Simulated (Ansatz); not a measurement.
Start from CsPbBr3 (space group R3m, No. 160; a = 8.2607 Å, c = 10.3381 Å (hexagonal axes); a hypothetical phase, not in the database extracts checked).

Levels (all Ansatz, an electronic-structure program, PAW): PBEsol (420 eV, without spin-orbit coupling); HSE06 (420 eV, without spin-orbit coupling).

The geometry is relaxed with PBEsol.

```
Property          Result
---------------  -------
PBEsol band gap  1.52 eV
```

With HSE06 at the same geometry, the band gap rises by 0.679 eV to 2.19 eV.

Single points use the geometry relaxed with PBEsol. HSE06 gaps are upper bounds (no full band path). With Pb present, leaving out spin-orbit coupling can change the band edges. No phonon test of stability was made.
